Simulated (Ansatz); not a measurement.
Consider MoSe₂ in the 2H-MoS2 type structure (space group P6_3/mmc, No. 194; layered, stacked along the Cartesian z axis).

```yaml
crystal:
  lattice:
    - [3.27700, 0.00000, 0.00000]
    - [-1.63850, 2.83796, 0.00000]
    - [0.00000, 0.00000, 12.73101]
  atoms:
    - { symbol: Mo, position: [0.33333, 0.66667, 0.25000] }
    - { symbol: Mo, position: [0.66667, 0.33333, 0.75000] }
    - { symbol: Se, position: [0.33333, 0.66667, 0.61852] }
    - { symbol: Se, position: [0.66667, 0.33333, 0.11852] }
    - { symbol: Se, position: [0.66667, 0.33333, 0.38148] }
    - { symbol: Se, position: [0.33333, 0.66667, 0.88148] }
```

Cartesian axes are those of the cell as printed.

Calculations: PBE-D3(BJ) (Ansatz, a first-principles code), spin-orbit coupling left out, earlier PAW set.

Now apply this change: uniaxial strain ε_zz = +1.13 %, all other strain components held at zero, atoms relaxed at fixed cell.

**Question.** Predict the stress tensor and what it implies for the stiffness.

**Answer.** Stress of the strained cell less that of the base (GPa, compression positive):
```
  -0.14    0.00    0.00
   0.00   -0.14    0.00
   0.00    0.00   -0.69
```

Then −Δσ_ii/ε with ε = 0.0113 gives relaxed-ion elastic constants: C33 ≈ 61 GPa.

Stability against distortions was not tested.
